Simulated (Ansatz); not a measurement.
Where the default PAW files enter, the runs use the earlier of Ansatz's two default sets.

Consider the following.

```
CELL_PARAMETERS angstrom
      3.04757     0.00000     0.00000
      1.52378     6.14023     0.00000
      0.00000     1.38413     5.65035
ATOMIC_POSITIONS crystal
  Ga 0.34116 0.31768 0.68527
  Ga 0.65884 0.68232 0.31473
  Ga 0.90953 0.18094 0.20521
  Ga 0.09047 0.81906 0.79479
  O  0.50353 0.99294 0.74334
  O  0.49647 0.00706 0.25666
  O  0.82663 0.34674 0.43677
  O  0.17337 0.65326 0.56323
  O  0.16450 0.67100 0.10915
  O  0.83550 0.32900 0.89085
```

Space group of this cell: C2/m. The cell is taken as given; by r2SCAN its mean pressure is -1.5 GPa.

These are r2SCAN (plane waves, PAW; Ansatz, a first-principles code) values and carry that method's errors.

The current runs along the normal of the first two printed vectors; no spin-orbit coupling. Scaled by the factor s: both lengths across the current (ions clamped). Meshes 10×10×6 and 10×6 across the current in all rows.

```json
[
 {"s": "0.98", "mean pressure (GPa)": "7.6", "band gap (eV)": "3.33"},
 {"s": "1.00", "mean pressure (GPa)": "-1.5", "band gap (eV)": "2.96"},
 {"s": "1.02", "mean pressure (GPa)": "-8.9", "band gap (eV)": "?"}
]
```

Take the slope of the band gap against ln s from the two given rows, extrapolate to s = 1.02, and say what the run there gives.

Slope = (3.33 − 2.96) / ln 0.98 = -18.3 eV. The line gives 2.96 + (-18.3) × ln 1.02 = 2.60 eV. The run gives 2.52 eV, 0.08 eV under the line, 21 % of the predicted step.
